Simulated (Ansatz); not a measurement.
The reference is Bi2TeSe2 (space group R-3m, No. 166; a = 4.2369 Å, c = 29.7923 Å (hexagonal axes)).

Levels (all Ansatz, an electronic-structure program, PAW): r2SCAN+rVV10 (500 eV, no SOC); HSE06 (420 eV, no spin-orbit coupling).

The geometry is relaxed with r2SCAN+rVV10.

```
Item                     Value
---------------------  -------
r2SCAN+rVV10 band gap  0.97 eV
```

Question: Predict the band gap from HSE06.

Answer: The band gap rises by 0.21 eV, from 0.97 eV to 1.18 eV.

Single points use the geometry relaxed with r2SCAN+rVV10. With Bi and Te present, leaving out spin-orbit coupling can change the band edges. Stability against distortions was not tested.
